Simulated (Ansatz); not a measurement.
Candidates (primitive cells; geometry: relaxed with this functional, without spin-orbit coupling):
A. LaPd3 (Pm-3m), a = b = c = 4.1504 Å, α = β = γ = 90.00°
B. ScPd3 (Pm-3m), a = b = c = 3.942 Å, α = β = γ = 90.00°
C. PdBi (P6_3/mmc), a = b = 4.258 Å, c = 5.625 Å, α = β = 90.00°, γ = 120.00°

Q: Order them by mean free path at 300 K (highest first) at the level PBEsol, DFPT electron-phonon coupling, linearised Boltzmann equation in Ansatz (an electronic-structure program).

A: A (26 nm), B (14.8 nm), C (9.4 nm)

Metals; harmonic phonons alone scatter; means over directions. The mean free path is weighted by the current that each state carries. Halving the electron mesh moves these values by up to 7 %; q meshes are mostly untested. Some of the runs warned that the eigensolver left states short of its tolerance. Spin-orbit coupling is left out.

Formula and space group known from diffraction (Crystallography Open Database), not checked to be the room-temperature form: LaPd3 (Pm-3m), PdBi (P6_3/mmc), ScPd3 (Pm-3m). The missing spin-orbit coupling matters most for PdBi (P6_3/mmc).
